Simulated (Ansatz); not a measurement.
An Ansatz (an electronic-structure program) input (Kohn–Sham DFT with the PBEsol functional, run in Ansatz with PAW and 420 eV plane waves, no spin-orbit coupling):

Ansatz 0.2 input:
```yaml
crystal:
  lattice:
    - [3.4236187879, 0, 0]
    - [-1.711809394, 2.9649408432, 0]
    - [0, 0, 7.745709675]
  atoms:
    - { symbol: Be, position: [0, 0.5, 0.3333333333] }
    - { symbol: Be, position: [0.5, 0.5, 0.6666666667] }
    - { symbol: Be, position: [0.5, 0, 0] }
    - { symbol: S, position: [0, 0.5, 0.8333333333] }
    - { symbol: S, position: [0.5, 0.5, 0.1666666667] }
    - { symbol: S, position: [0.5, 0, 0.5] }
basis: { ecutwfc: 420, ecutrho_ratio: 4, xc_grid: 2, fft_grid_basis: typed }
kpoints: { mp_grid: { grid: [16, 16, 6] } }
hamiltonian:
  xc: pbesol
  dispersion: none
  pseudopotentials: { kind: paw }
total_charge: 0.786254
scf: { occupations: { method: fermi_dirac, width: 0.0259 }, convergence: { dr2_threshold: 0.0000000006 } }
relax: { f_tol: 0.005, max_steps: 30 }
output: { forces: true, stress: true }
checkpoint: { write: state.ck, write_every: 1000 }
```

Which symmetry and how many k-points will the program report, and about how many plane waves at Γ?

Space group P6422 (ITA 181) with 12 operations, k-points 120 of 1536, and 1513 plane waves at Γ.

Charged cell with a jellium background: band edges are those of the host's band count, energies are not comparable with the neutral cell, and many-body gap narrowing is missing. Whether these cells are dynamically stable was not tested. The cell was made from BeS (space group P6_422, No. 181; a hypothetical phase, not in the database extracts checked) by this change: holes 1.0×10^22 cm⁻³.
